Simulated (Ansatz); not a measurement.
Start from SnAu5 (space group R32, No. 155; a = 5.1009 Å, c = 14.2790 Å (hexagonal axes)).

Method: Kohn–Sham DFT with the PBEsol functional, run in Ansatz (a quantum-chemistry and plane-wave program) with PAW and 420 eV plane waves, no spin-orbit coupling.

Before the change:

```
Item        Value
--------  -------
Pressure  0.0 GPa
```

Perturbation: an isotropic linear strain of −2.57 %; the atoms relax in the strained cell.

Problem. What does the calculation give for the pressure, energy relative to the base and largest internal atomic displacement after the change?

Solution. The pressure (mean of the normal stresses, compression positive) goes from zero to 14.3 GPa; the energy goes up by 55 meV/atom; the largest internal atomic displacement comes out as 0.017 Å.

Stability against distortions was not tested.
